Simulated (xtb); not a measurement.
xtb 6.7.1, GFN1-xTB: CO[Si](C)(OC)[O][Ge]([CH3])([CH3])[CH3], 29 atoms. The geometry is a generated start, not checked to be a minimum at this level.

```json
{
  "run_flags": "--grad",
  "method": "GFN1-xTB",
  "--acc": "1 (default)",
  "--etemp (K)": "300 (default)",
  "basis_functions": "92",
  "valence_electrons": "68"
}
```

```xyz
29

Si    -1.1731    -0.1462     0.1592
C     -2.0941     0.3139     1.7596
O     -0.9151     1.1323    -0.8224
C     -1.9304     1.8984    -1.4058
O     -2.0355    -1.2007    -0.7399
C     -2.3300    -2.5190    -0.3832
O      0.2882    -0.7132     0.5172
Ge     1.8855    -0.0063     0.1087
C      3.1098    -1.2476     1.0684
C      2.0631    -0.0776    -1.8679
C      1.8857     1.8318     0.8612
H     -2.1495    -0.5318     2.4375
H     -3.1111     0.6263     1.5412
H     -1.6043     1.1240     2.2904
H     -2.4550     2.4821    -0.6455
H     -2.6512     1.2607    -1.9195
H     -1.4685     2.5767    -2.1243
H     -1.4219    -3.0555    -0.1018
H     -2.7898    -3.0041    -1.2448
H     -3.0248    -2.5453     0.4607
H      2.9741    -1.1520     2.1423
H      4.1464    -1.0292     0.8299
H      2.8968    -2.2760     0.7882
H      3.0235     0.3158    -2.1831
H      1.9719    -1.1006    -2.2194
H      1.2729     0.5126    -2.3165
H      1.7044     1.7969     1.9317
H      2.8367     2.3250     0.6849
H      1.0954     2.4089     0.3930
```

One run each on 1 thread. Values of broydamp tried: 0.02, 0.05, 0.1, 0.2, 0.4 (default), 0.6, 0.8, 1.

How does the count of SCC iterations change with broydamp, and where is it least?

Fewest SCC iterations, within one of each other: 0.2 with 13, 0.4 (default) with 13, 0.6 with 12. The count rises to 26 at 0.02. All converge to one solution.

| broydamp | SCC iterations | end |
|---|---|---|
| 0.02 | 26 | same solution |
| 0.05 | 22 | same solution |
| 0.1 | 17 | same solution |
| 0.2 | 13 | same solution |
| 0.4 (default) | 13 | same solution |
| 0.6 | 12 | same solution |
| 0.8 | 15 | same solution |
| 1 | 17 | same solution |
